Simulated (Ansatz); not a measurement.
System: CsSnI3 (P4/mbm, No. 127, 10 atoms in the cell; start COD 4117958; high-temperature phase). Method: r²SCAN0 in Ansatz (plane waves, PAW).

Numerical settings: plane-wave cutoff 520 eV, 4×4×4 k mesh, Fermi–Dirac smearing 0.01 eV, scalar-relativistic PAW data made under PBE.

Cell (measured lattice):

CsSnI₃ is modelled in the tetragonal space group P4/mbm (No. 127), Pearson symbol tP10. Cell: a = b = 8.718 Å, c = 6.191 Å, α = β = γ = 90.00°. I1 on 2a has 2 Sn at 3.095 Å and 4 Cs at 4.359 Å (octahedral). I2 on 4h sees 2 Sn at 3.099 Å and 2 Cs at 4.146 Å and 2 Cs at 4.603 Å (octahedral). Sn on 2b sees 6 I at 3.095–3.099 Å (octahedral). Cs on 2d is coordinated by 4 I at 4.146 Å and 4 I at 4.359 Å and 4 I at 4.603 Å (cuboctahedral). (Neighbours: up to the widest gap in distance over summed covalent radii, below 1.35, at either atom; cation-cation and far metal-metal contacts left out.)

Give the computed band gap and direct gap at Γ.


band gap: 1.27 eV (on the SCF k mesh)
direct gap at Γ: 2.75 eV

Note: held by symmetry at 0 K, a high-temperature phase can be a saddle point; cell and atoms aren't relaxed at this level (largest force component 0.03 eV/Å, pressure 0.3 GPa).

Spin–orbit coupling is not included; with these elements it can move the gap by several tenths of an eV or more.

Computed values are for the static lattice.

Computing time: very roughly 28 core-minutes.

Ansatz is a program for electronic structure.
